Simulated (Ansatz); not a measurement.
For rock-salt VN (cubic form, which distorts at low temperature), revPBE (PAW; Ansatz, a quantum-chemistry and plane-wave program) gives:

- equilibrium lattice constant a: 4.135 Å
- bulk modulus: 301 GPa

Question: What does PBEsol-D3(BJ) (Ansatz, PAW) give for the same quantities?

Answer: 
- lattice constant a: 4.042 Å (falls by 2.2 %)
- bulk modulus: 363 GPa (rises by 21 %)

For comparison: lattice constant a 4.136 Å (measured, room temperature, no zero-point or thermal correction; as tabulated in Friedrich, Winkler, Juarez-Arellano, Bayarjargal, Materials 4, 1648 (2011)); bulk modulus 265 ± 5 GPa (measured, room temperature, no zero-point or thermal correction, our sources range from 265 to 300; as tabulated in Synthesis of Binary Transition Metal Nitrides, Carbides and Borides from the …).

Changes are worked out from the printed values.

Unless a cell is named, each level is at its own relaxed cell (revPBE 8.84, PBEsol-D3(BJ) 8.25 Å³/atom).

The crystal itself was run without spin with revPBE, PBEsol-D3(BJ); a magnetic state was not tried in these runs.

Caveats: symmetry holds this phase in the static calculation, where it need not be a minimum (revPBE, PBEsol-D3(BJ)). Ansatz's density-functional and Hartree–Fock values are scalar-relativistic unless marked +SOC, with PAW data made under PBE.
